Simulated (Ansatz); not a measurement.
Input:

End structure of the (111)B surface of zinc-blende CdTe, Te-terminated, 2x2 with 2 F on 4 top atoms (bottom of the slab: 2 H on 4 bottom sites):

```
CELL_PARAMETERS angstrom
      9.36209     0.00000     0.00000
     -4.68105     8.10781     0.00000
      0.00000     0.00000    32.50000
ATOMIC_POSITIONS crystal
  Cd 0.34669 0.15307 0.29309
  Cd 0.83012 0.16962 0.32876
  Cd 0.33013 0.66971 0.32879
  Cd 0.84672 0.65309 0.29314
  Te 0.17529 0.32453 0.33568
  Te 0.66016 0.33949 0.33628
  Te 0.16025 0.83966 0.33625
  Te 0.67526 0.82450 0.33565
  Cd 0.16667 0.33333 0.42435
  Cd 0.66667 0.33333 0.42435
  Cd 0.16667 0.83333 0.42435
  Cd 0.66667 0.83333 0.42435
  Te 0.00000 0.00000 0.45375
  Te 0.50000 0.00000 0.45375
  Te 0.00000 0.50000 0.45375
  Te 0.50000 0.50000 0.45375
  Cd 0.99805 0.99690 0.54155
  Cd 0.49831 0.99648 0.54177
  Cd 0.00154 0.50306 0.54231
  Cd 0.50128 0.50319 0.54206
  Te 0.33311 0.16649 0.57062
  Te 0.83312 0.16657 0.57083
  Te 0.33295 0.66602 0.57297
  Te 0.83288 0.66623 0.57278
  Cd 0.31740 0.13509 0.65917
  Cd 0.81742 0.13504 0.65945
  Cd 0.35609 0.71254 0.66171
  Cd 0.85610 0.71234 0.66146
  Te 0.17085 0.34186 0.67642
  Te 0.67072 0.34179 0.67636
  Te 0.16687 0.83443 0.69959
  Te 0.66706 0.83396 0.69964
  H  0.33222 0.16798 0.24098
  H  0.83194 0.66744 0.24102
  F  0.16653 0.33218 0.73628
  F  0.66570 0.33286 0.73624
```

Slab: 36 atoms, 16.2 Å thick at the start with caps and adatoms; k 3x3x1, smearing 0.025 eV, dipole-corrected; 8 atoms held, the rest relaxed; no symmetry held; no spin, no spin-orbit, no U. It is one candidate, not shown to be the stable structure of the face.

Give the gap of the slab on its k-mesh at the level PBE (Ansatz, a quantum-chemistry and plane-wave program).

0.97 eV

Estimate the highest filled level below the top vacuum level that PBE returns for this input.

6.30 eV
